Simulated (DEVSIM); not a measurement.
Device: Ru/SiO2/n-Si capacitor, at 300 K.

```tsv
layer (left to right)	material	thickness (nm)	Nd (cm⁻³)
1	SiO2	5.90	-
2	Si	16000	6.5e13
```

Metal gate on the left, work function 4.7 eV. Fixed charge at the semiconductor interface -5.1e10 cm⁻² (in units of +e); no interface traps.

The device is made up for the run: typed textbook-type constants, with dimensions and the other settings drawn at random. Values at 300 K.

```
parameter      SiO2       Si
-------------  ----  -------
gap (eV)          9    1.124
affinity (eV)   0.9     4.05
permittivity    3.9     11.7
Nc (cm⁻³)         -  2.86e19
Nv (cm⁻³)         -   3.1e19
```

DEVSIM, 1D Poisson equation in equilibrium, Boltzmann statistics, complete ionisation; no quantum confinement or tunnelling. Metal contacts follow the ideal Schottky-Mott rule: no Fermi-level pinning, no interface dipoles.

### Question
Give the band bending (positive: bands bend down) and minority sheet density.

### Answer

| Vg (V) | ψs (V) | minority carriers (cm⁻²) |
|---|---|---|
| -1.3 | -0.785 | 3.1e12 |
| -1 | -0.765 | 2.0e12 |
| -0.7 | -0.732 | 1.1e12 |
| -0.4 | -0.657 | 2.4e11 |
| -0.1 | -0.423 | 2.1e8 |
| 0.2 | -0.126 | < 1e8 |
| 0.5 | 0.149 | < 1e8 |
| 0.8 | 0.263 | < 1e8 |
| 1.1 | 0.305 | < 1e8 |
| 1.4 | 0.329 | < 1e8 |
